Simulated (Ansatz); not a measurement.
The starting structures come from a database of crystals and need not be the phases stable at ambient conditions.

Tunnelling through a barrier is set by its complex band structure: the current falls as exp(−2κd) with the smallest κ.

Input:

```
CdTe
1.0
    4.63327     0.00000     0.00000
   -2.31663     4.01253     0.00000
    0.00000     0.00000     7.60243
Cd Te
2 2
Cartesian
  0.00000   2.67502   0.00274
  2.31664   1.33751   3.80395
  0.00000   2.67502   2.84817
  2.31664   1.33751   6.64939
```

The cell is taken as given.

Transport runs along the normal of the first two printed cell vectors, the (001) plane of the conventional cell.

No gap correction and no spin-orbit coupling; mid-gap is the computed energy nearest the middle.

Q: Predict the band gap and the smallest decay constant κ at mid-gap from r2SCAN in Ansatz (a program for electronic structure).

A: Gap 1.20 eV on a 12×12×4 mesh; κ = 0.082 1/Å, at the zone centre.
